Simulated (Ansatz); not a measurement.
Ansatz (a quantum-chemistry and plane-wave program), DFT, HSE06, plane waves, its default PAW files: cubic fluorite HfO2, atoms displaced (Hf32O64), 96 atoms. Basis and mesh were picked for this test and aren't claimed converged.

```
Quantity                                                   Result
-----------------------------  ----------------------------------
cell                           10.16, 10.16, 10.16 Å; 90, 90, 90°
distance to the nearest atom                       2.09 to 2.20 Å
task                                                 single point
k mesh                                                      1×1×1
hamiltonian.xc                                              hse06
kind of files                                                 paw
scf.occupations.method                                      fixed
output.forces                                                true
accuracy                                         medium (default)
basis.precision                                    auto (default)
basis.xc_grid                                         2 (default)
scf.eigensolver.kind                               auto (default)
scf.mixing.algorithm                               auto (default)
scf.mixing.preconditioner                          auto (default)
scf.convergence.dr2_threshold                     1e-07 (default)
scf.lower_state_search                            light (default)
k-points after symmetry                                         1
bands at the start                                            730
electrons                                                    1216
plane waves at Γ                                            20377
cutoff (eV)                                                   420
FFT grid                                                 72×72×72
symmetry operations                                             1
```

Machine: one whole node with four NVIDIA GB200 cards and two Grace (Neoverse V2) sockets of 72 cores, of which 136 in all may be used; each card has its host threads on the socket beside it.

Times are medians of repeated runs, from launch to exit, start-up of the cards included. No other job ran on the node; its own services took about 4 cores, and under one core (or 1.5 %) of those that a run was pinned to. Processes are pinned to neighbouring cores unless said otherwise. The build: release build for Arm (Neoverse V2), with CUDA, one process with threads; another build can shift the numbers. Scratch files lie in a memory file system.

Many jobs like this one are to be run. Ways to fill the node:
- 136 CPU threads, no card
- 4 copies of 34 CPU threads, no card
- 4 cards, 128 host threads
- 4 copies of 1 card, 32 host threads
- 2 copies of 2 cards, 64 host threads

How should the node be filled for throughput?

4 copies of 1 card, 32 host threads: 1700 jobs an hour. At the low end 136 CPU threads, no card gives 70. Alone on the node a one-card run takes 6.9 s, beside three others 8.6 s; the program's phases hold 4.3 s and 4.4 s of these, launch, set-up ahead of the first cycle and exit 2.1 s and 3.1 s (of the first copy).

```csv
way,time till all copies end,in the phases,jobs an hour
"4 copies of 1 card, 32 host threads",8.6 s,4.4 s,1700
"2 copies of 2 cards, 64 host threads",8.6 s,4.1 s,830
"4 cards, 128 host threads",11 s,4.6 s,320
"4 copies of 34 CPU threads, no card",89 s,75 s,160
"136 CPU threads, no card",51 s,46 s,70
```

Keys are those of Ansatz 0.2.
